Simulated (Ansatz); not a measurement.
## ZrSiS, pressure series

Start from ZrSiS (space group P4/nmm, No. 129).

```xyz
6
Lattice="3.5189 0.0000 0.0000 0.0000 3.5189 0.0000 0.0000 0.0000 8.0287" Properties=species:S:1:pos:R:3 pbc="T T T"
Zr     0.0000     1.7594     5.8536
Zr     1.7594     0.0000     2.1751
Si     0.0000     0.0000     0.0000
Si     1.7594     1.7594     0.0000
S      1.7594     0.0000     4.9823
S      0.0000     1.7594     3.0464
```

Cell and atoms are relaxed at each pressure.

All numbers come from PBEsol in Ansatz (plane waves to 420 eV, PAW, scalar-relativistic without spin-orbit coupling).

```
P (GPa)  V (Å³/atom)
-------  -----------
-1.00         16.691
0.30          16.534
0.70          16.488
1.49          16.398
2.99          16.236
4.99          16.032
7.49          15.795
10.00         15.574
```

Question: Fit a third-order Birch–Murnaghan equation of state.

Answer: Least squares on P(V) = (3B₀/2)[(V₀/V)^(7/3) − (V₀/V)^(5/3)]·[1 + (3/4)(B₀′ − 4)((V₀/V)^(2/3) − 1)] gives V₀ = 16.57 Å³/atom, B₀ = 140 GPa and B₀′ = 4.5.

Load acts through the strain it causes; cell and atoms are relaxed under it. Whether these cells are dynamically stable was not tested. Competing high-pressure phases were not computed. All final runs are without spin polarisation.

Ansatz is an electronic-structure program.
